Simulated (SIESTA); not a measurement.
**SIESTA run on Tl3VSe4 (I-43m, 8 atoms in the cell): self-consistent single point**

Method: LDA PW92, numerical atomic orbitals DZP, PseudoDojo LDA standard norm-conserving potentials (rewritten from UPF to PSML) in SIESTA 5.4.2.

The input file:

```
# files in the folder: V.psml Tl.psml Se.psml (PseudoDojo LDA standard)
SystemName  Tl3VSe4
SystemLabel tl3vse4

NumberOfAtoms                8
NumberOfSpecies              3
%block ChemicalSpeciesLabel
  1 23 V
  2 81 Tl
  3 34 Se
%endblock ChemicalSpeciesLabel
LatticeConstant              6.788548 Ang
%block LatticeVectors
    -0.577350267    0.577350267    0.577350267
     0.577350267   -0.577350267    0.577350267
     0.577350267    0.577350267   -0.577350267
%endblock LatticeVectors
AtomicCoordinatesFormat      Fractional
%block AtomicCoordinatesAndAtomicSpecies
     0.000000000    0.000000000    0.000000000  1
     0.500000000    0.500000000    0.000000000  2
     0.000000000    0.500000000    0.500000000  2
     0.500000000    0.000000000    0.500000000  2
     0.663780000    0.663780000    0.663780000  3
     0.336220000    0.000000000    0.000000000  3
     0.000000000    0.000000000    0.336220000  3
     0.000000000    0.336220000    0.000000000  3
%endblock AtomicCoordinatesAndAtomicSpecies

XC.functional                LDA
XC.authors                   PW92
PAO.BasisSize                DZP
PAO.EnergyShift              0.005 Ry
MeshCutoff                   350 Ry
%block kgrid.MonkhorstPack
    3   0   0  0.0
    0   3   0  0.0
    0   0   3  0.0
%endblock kgrid.MonkhorstPack
OccupationFunction           FD
ElectronicTemperature        10.0 meV

MaxSCFIterations             150
SCF.Mixer.Method             Broyden
SCF.Mixer.Weight             0.25
SCF.Mixer.History            8
SCF.DM.Tolerance             1.0E-04
Diag.ParallelOverK           true
WriteForces                  true
```

Log, with long lists cut:

```
reinit: Reading from file input.fdf

reinit: System Name: Tl3VSe4
reinit: System Label: tl3vse4

coor:   Atomic-coordinates input format  =     Fractional

siesta: Atomic coordinates (Bohr) and species
siesta:      0.00000   0.00000   0.00000  1        1
siesta:      0.00000   0.00000   7.40654  2        2
siesta:      7.40654   0.00000   0.00000  2        3
siesta:      0.00000   7.40654   0.00000  2        4
siesta:      4.91631   4.91631   4.91631  3        5
siesta:     -2.49023   2.49023   2.49023  3        6
siesta:      2.49023   2.49023  -2.49023  3        7
siesta:      2.49023  -2.49023   2.49023  3        8

siesta: System type = bulk

initatomlists: Number of atoms, orbitals, and projectors:      8   145   144

siesta: ******************** Simulation parameters ****************************
redata: Spin configuration                          = none
redata: Time-Reversal Symmetry                      = T
redata: Number of Atomic Species                    =        3
redata: Mesh Cutoff                                 =   350.0000 Ry
redata: Net charge of the system                    =     0.0000 |e|
redata: Min. number of SCF Iter                     =        0
redata: Max. number of SCF Iter                     =      150
redata: SCF convergence failure will abort job
redata: SCF mix quantity                            = Hamiltonian
redata: Mix DM or H after convergence               =   F
redata: Recompute H after scf cycle                 =   F
redata: Mix DM in first SCF step                    =   T
redata: No kicks to SCF
redata: DM Mixing Weight for Kicks                  =     0.5000
redata: Require Harris convergence for SCF          =   F
redata: Harris energy tolerance for SCF             =     0.000100 eV
redata: Require DM convergence for SCF              =   T
redata: DM tolerance for SCF                        =     0.000100
redata: Require EDM convergence for SCF             =   F
   [... lines left out ...]
diag: Parallel distribution                         =     1 x     1
diag: Used triangular part                          = Lower
diag: Absolute tolerance                            =  0.100E-15
diag: Orthogonalization factor                      =  0.100E-05
diag: Memory factor                                 =  1.0000

superc: Internal auxiliary supercell:     5 x     5 x     5  =     125
superc: Number of atoms, orbitals, and projectors:   1000  18125  18000

                        Single-point calculation

superc: Internal auxiliary supercell:     5 x     5 x     5  =     125
superc: Number of atoms, orbitals, and projectors:   1000  18125  18000

outcell: Unit cell vectors (Ang):
       -3.919370    3.919370    3.919370
        3.919370   -3.919370    3.919370
        3.919370    3.919370   -3.919370

outcell: Cell vector modules (Ang)   :    6.788548    6.788548    6.788548
outcell: Cell angles (23,13,12) (deg):    109.4712    109.4712    109.4712
outcell: Cell volume (Ang**3)        :    240.8290
new_DM -- step:     1
Initializing Density Matrix...

Attempting to read DM from file... Failed...
DM filled with atomic data:

InitMesh: MESH = 64 x 64 x 64 = 262144
InitMesh: Mesh cutoff (required, used) =   350.000   368.468 Ry

stepf: Fermi-Dirac step function
        iscf     Eharris(eV)        E_KS(eV)     FreeEng(eV)     dDmax    Ef(eV) dHmax(eV)
   scf:    1   -20136.715456   -20143.950583   -20143.950583  1.408586 -4.938528 11.820452
   scf:    2   -20074.241634   -20128.124303   -20128.124303  0.560604 -5.448166 27.292844
   scf:    3   -20149.090550   -20148.582767   -20148.582767  0.458467 -4.377880  1.655139
   scf:    4   -20148.793962   -20148.786487   -20148.786487  0.058810 -4.617294  1.085342
   scf:    5   -20148.365120   -20148.723948   -20148.723948  0.071186 -4.537317  2.137580
   scf:    6   -20148.842572   -20148.846283   -20148.846283  0.031309 -4.674069  0.121111
   scf:    7   -20148.846333   -20148.846645   -20148.846645  0.002203 -4.667490  0.032929
   scf:    8   -20148.846751   -20148.846713   -20148.846713  0.000369 -4.666726  0.017799
   scf:    9   -20148.846719   -20148.846716   -20148.846716  0.000056 -4.666943  0.014168
   scf:   10   -20148.846722   -20148.846720   -20148.846720  0.000083 -4.667275  0.008947
   scf:   11   -20148.846722   -20148.846722   -20148.846722  0.000147 -4.667846  0.000656
   scf:   12   -20148.846722   -20148.846722   -20148.846722  0.000008 -4.667808  0.000364
SCF Convergence by DM+H criterion
max |DM_out - DM_in|         :     0.0000075399
max |H_out - H_in|      (eV) :     0.0003644981
SCF cycle converged after 12 iterations

Using DM_out to compute the final energy and forces

siesta: E_KS(eV) =           -20148.8467

siesta: E_KS - E_eggbox =    -20148.8467

siesta: Atomic forces (eV/Ang):
     1    0.000000    0.000000    0.000000
     2    0.000000    0.000000   -0.000000
     3    0.000000    0.000000    0.000000
     4   -0.000000   -0.000000   -0.000000
     5   -0.147236   -0.147236   -0.147236
     6   -0.147236    0.147236    0.147236
     7    0.147236    0.147236   -0.147236
     8    0.147236   -0.147236    0.147236
   Tot   -0.000000    0.000000   -0.000000
   Max    0.147236
   Res    0.104112    sqrt( Sum f_i^2 / 3N )
   Max    0.147236    constrained

Stress tensor Voigt[x,y,z,yz,xz,xy] (kbar):       22.84       22.84       22.84        0.00       -0.00       -0.00
(Free)E + p*V (eV/cell)   -20152.2799
Target enthalpy (eV/cell)   -20148.8467

siesta: Program's energy decomposition (eV):
siesta: Ebs     =     -3326.723693
siesta: Eions   =     22754.762989
siesta: Ena     =      1481.328350
siesta: Ekin    =     11912.765807
siesta: Enl     =     -6393.064920
siesta: Eso     =         0.000000
siesta: Edftu   =         0.000000
siesta: DEna    =        50.239245
siesta: DUscf   =         1.132487
siesta: DUext   =         0.000000
siesta: Ex      =     -4094.895959
siesta: Ec      =      -351.588742
siesta: Exc     =     -4446.484701
siesta: Eharris =    -20148.846722
siesta: Etot    =    -20148.846722
siesta: FreeEng =    -20148.846722

siesta: Atomic forces (eV/Ang):
siesta:      1    0.000000    0.000000    0.000000
siesta:      2    0.000000    0.000000   -0.000000
siesta:      3    0.000000    0.000000    0.000000
siesta:      4   -0.000000   -0.000000   -0.000000
siesta:      5   -0.147236   -0.147236   -0.147236
siesta:      6   -0.147236    0.147236    0.147236
siesta:      7    0.147236    0.147236   -0.147236
siesta:      8    0.147236   -0.147236    0.147236
siesta: ----------------------------------------
siesta:    Tot   -0.000000    0.000000   -0.000000

siesta: Stress tensor (static) (eV/Ang**3):
siesta:     0.014256   -0.000000   -0.000000
siesta:    -0.000000    0.014256    0.000000
siesta:    -0.000000    0.000000    0.014256

siesta: Cell volume =        240.829001 Ang**3

siesta: Pressure (static):
siesta:                Solid            Molecule  Units
siesta:          -0.00015526         -0.00016427  Ry/Bohr**3
siesta:          -0.01425573         -0.01508213  eV/Ang**3
siesta:         -22.84019466        -24.16423243  kBar
```

The run converged in 12 iterations.

The starting cell comes from a database of computed structures (which also holds hypothetical and non-ambient phases and stackings), without a prior relaxation at this level. Values carry the incompleteness of an atom-centred basis.

Cost on one core of a shared machine: roughly 2 min.
